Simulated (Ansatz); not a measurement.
Reference: Rh$_{3}$Sn$_{2}$S$_{2}$ (R-3m), PBEsol, DFPT electron-phonon coupling, linearised Boltzmann equation (plane waves, PAW, scalar-relativistic; Ansatz, a first-principles code); geometry: relaxed with this functional, without spin-orbit coupling.

```yaml
crystal:
  lattice:
    - [2.81392, 1.62462, 4.42565]
    - [-2.81392, 1.62462, 4.42565]
    - [0.00000, -3.24923, 4.42565]
  atoms:
    - { symbol: Sn, position: [0.00000, 0.00000, 0.00000] }
    - { symbol: Sn, position: [0.50000, 0.50000, 0.50000] }
    - { symbol: Rh, position: [0.00000, 0.00000, 0.50000] }
    - { symbol: Rh, position: [0.50000, 0.00000, 0.00000] }
    - { symbol: Rh, position: [0.00000, 0.50000, 0.00000] }
    - { symbol: S, position: [0.28858, 0.28858, 0.28858] }
    - { symbol: S, position: [0.71142, 0.71142, 0.71142] }
```

The resistivity at 300 K is 147 μΩ·cm and the electron-phonon coupling λ is 0.87. The logarithmic mean phonon energy is 15.2 meV.

Problem. Replace Rh by Ni on the same sites and relax. What happens?

Solution. Ni₃Sn₂S₂ (R-3m): volume per atom 17.3 to 15.8 Å³; resistivity at 300 K falls (147 μΩ·cm to 49 μΩ·cm); electron-phonon coupling λ falls (0.87 to 0.39); logarithmic mean phonon energy stays about the same (15.2 meV to 14.4 meV).

Moves up to 13 % count as about the same. Metals; harmonic phonons alone scatter; means over directions. Halving the electron mesh moves these values by up to 9 %; q meshes are mostly untested. Some of the runs warned that the eigensolver left states short of its tolerance. Spin-orbit coupling is left out.

Formula and space group known from diffraction (Crystallography Open Database), not checked to be the room-temperature form: Ni3Sn2S2 (R-3m). Computed structure with no diffraction record at hand here (it may be known, metastable or hypothetical): Rh3Sn2S2 (R-3m). Treated as nonmagnetic (a ferromagnetic start lost its moment, other orders weren't tried): Ni3Sn2S2 (R-3m). Rh3Sn2S2 (R-3m): near resistivity saturation, where the Boltzmann equation overshoots.
